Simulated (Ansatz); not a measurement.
We consider B20 (FeSi-type) FeGe, described by PBEsol (plane waves, PAW; Ansatz, a quantum-chemistry and plane-wave program).

Numerical settings: plane-wave cutoff 520 eV, 14×14×14 k mesh, Fermi–Dirac smearing 0.013 eV (set by the program), spin-polarised with parallel moments, scalar-relativistic PAW data made under PBE.

Computed at the level's own relaxed cell.

Hill averages of the elastic tensor: K = 185.7 GPa, G = 95.4 GPa. Volume 12.139 Å³/atom, mean atomic mass 64.243 u.

Work out the density, the sound velocities of a polycrystal and the elastic Debye temperature, and Pugh's ratio at this level.

ρ = 1.66054 × 64.243/12.139 = 8.788 g/cm³. v_l = √[(K + 4G/3)/ρ] = 5.967 km/s and v_t = √(G/ρ) = 3.295 km/s. The mean follows from 3/v_m³ = 1/v_l³ + 2/v_t³: v_m = 3.672 km/s. Θ_D = (ħ/k_B) v_m (6π²/V)^(1/3) = 76.38 K Å s/km × 3.672 × 1.6960 Å⁻¹ = 476 K, counting all atoms of the cell. K/G = 1.95, to be set beside Pugh's rough bound of 1.75 between brittle and ductile metals.

Note: the collinear magnetic order is the start's and need not be the measured one.
